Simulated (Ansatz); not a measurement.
## How far PBE and r2SCAN part for CdS, isotropic strain −1.66 %

The reference is CdS in the zinc blende structure (space group F-43m, No. 216; a = 5.927 Å).

(Cell as relaxed with PBE.)

Levels (all Ansatz, a program for electronic structure, PAW, earlier PAW set): PBE (420 eV, no spin-orbit coupling); r2SCAN (500 eV, no SOC).

Each level relaxes its own structure.

| base | PBE | r2SCAN |
|---|---|---|
| volume per atom | 26.03 Å³ | 25.40 Å³ |
| lattice parameter a | 5.927 Å | 5.879 Å |
| band gap | 1.04 eV | 1.54 eV |

Perturbation: every lattice vector is shortened by 1.66 %, atoms relaxed at fixed cell.

```json
[
 {"quantity": "band gap", "PBE": "1.15 eV", "r2SCAN": "1.65 eV"},
 {"quantity": "hole mass (degenerate bands, along [100])", "PBE": "0.13, 0.77, 0.77 mₑ (at Γ)", "r2SCAN": "0.17, 0.73, 0.73 mₑ (at Γ)"},
 {"quantity": "shift of the gap caused by the change", "PBE": "+0.11 eV", "r2SCAN": "+0.11 eV"}
]
```

PBE's band gap lies 0.50 eV below r2SCAN's; the two agree on the shift of the gap caused by the change. Neither level is exact; r2SCAN is the comparison here, not a measurement.

Effective masses come from finite differences of ±0.01 Å⁻¹. Stability against distortions was not tested.
